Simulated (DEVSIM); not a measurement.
# Al0.25Ga0.75As/GaAs p-n heterojunction

Device: Al0.25Ga0.75As/GaAs p-n heterojunction, at 300 K.

```
layer (left to right)        material  thickness (μm)  Nd (cm⁻³)  Na (cm⁻³)   τn (s)   τp (s)
---------------------  --------------  --------------  ---------  ---------  -------  -------
1                      Al0.25Ga0.75As           0.350          -     1.3e17  5.7e-10  5.7e-10
2                                GaAs           0.340     2.3e15          -  5.7e-10  5.7e-10
```

Left contact: ohmic. Right contact: ohmic. Voltage is applied to the left contact. Recombination: SRH at mid-gap. Mobility is constant in doping.

Constants are typed, rounded textbook-type inputs, not results; the design itself was drawn at random and stands for no fabricated device. Values at 300 K.

| parameter | Al0.25Ga0.75As | GaAs |
|---|---|---|
| gap (eV) | 1.7357 | 1.424 |
| affinity (eV) | 3.8725 | 4.07 |
| permittivity | 12.19 | 12.9 |
| Nc (cm⁻³) | 6.5e17 | 4.7e17 |
| Nv (cm⁻³) | 9e18 | 9e18 |
| μn (cm²/Vs) | 4375 | 8500 |
| μp (cm²/Vs) | 221 | 400 |

Model (solved in DEVSIM): 1D drift-diffusion, Boltzmann statistics, complete ionisation; no tunnelling, impact ionisation, image-force lowering or self-heating. Band offsets follow the typed affinities; no thermionic-emission limit at abrupt steps, no polarisation charge.

* **Potential step across the device at zero bias**: 1.291 V
* **Largest field in the device at zero bias**: 56000 V/cm
* **Dark forward voltage at 1 A/cm²**: 0.904 V
* **Dark forward voltage at 100 A/cm²**: 1.060 V

Dark forward current:

(V (V), J (A/cm²)): (0.05, 1.4e-9); (0.15, 1.5e-8); (0.25, 1.2e-7); (0.35, 9.2e-7); (0.40, 2.6e-6); (0.50, 2.1e-5); (0.60, 0.00019); (0.70, 0.0022); (0.80, 0.039); (0.90, 0.89); (0.95, 4.3); (1.05, 77); (1.15, 750); (1.25, 3400)
